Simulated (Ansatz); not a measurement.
# AlNi in the CsCl type structure (space group Pm-3m, No. 221; non-magnetic)

```xyz
2
Lattice="2.8631 0.0000 0.0000 0.0000 2.8631 0.0000 0.0000 0.0000 2.8631" Properties=species:S:1:pos:R:3 pbc="T T T"
Al     0.0000     0.0000     0.0000
Ni     1.4316     1.4316     1.4316
```

All numbers come from r2SCAN in Ansatz (plane waves to 500 eV, PAW, scalar-relativistic without spin-orbit coupling). Γ-centred 16×16×16 mesh, Fermi–Dirac width 0.05 eV.

```yaml
volume_per_atom: 11.74 Å³
density: 6.06 g/cm³
band_gap: zero
total_energy: -3193.527 eV/atom (σ→0; compares only within this code and set-up)
```

No phonon test of stability was made. Seeded moments were not kept for the base. All final runs are without spin polarisation.

Ansatz is a first-principles code.
